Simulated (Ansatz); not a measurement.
We consider Ti₂Ag (I4/mmm, No. 139; cell taken from a computed entry), described by LDA (Ansatz, a quantum-chemistry and plane-wave program, PAW).

Settings: plane-wave cutoff 520 eV, 26×26×26 k mesh, Fermi–Dirac smearing 0.05 eV, no spin polarisation, scalar-relativistic PAW data made under PBE.

Computed at the level's own relaxed cell.

**Question.** What does this level give for the lattice parameter a, lattice parameter c and bulk modulus B0?

**Answer.** 
lattice parameter a: 2.847 Å
lattice parameter c: 11.846 Å
bulk modulus B0: 135 GPa

The run finds no gap.

Note: the relaxation could not lower the start's symmetry, so the cell can be a saddle point above a distorted one; the bulk modulus is −V dP/dV from two relaxed cells at ±2 % in volume.

Computed values are for the static lattice.

It cost about 14 core-minutes (a rough figure) of CPU time.
